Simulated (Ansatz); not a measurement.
O on the 1x1 (111) surface of fcc Cu, one in a 2x2 cell, energies for each (22.8 Å²). Energies are against ½ O2(g), without zero-point or thermal terms; each row is named by its start.

Calculation: PBE (plane waves to 420 eV, PAW; Ansatz, a program for electronic structure).

Task: Which site binds most strongly?
(A) top Cu
(B) hollow Cu-Cu-Cu over Cu at depth 2.1 Å
(C) hollow Cu-Cu-Cu over Cu at depth 4.1 Å

Result: C, hollow Cu-Cu-Cu over Cu at depth 4.1 Å. Adsorption energies: hollow Cu-Cu-Cu over Cu at depth 4.1 Å -1.53 eV; hollow Cu-Cu-Cu over Cu at depth 2.1 Å -1.39 eV; top Cu 0.34 eV.
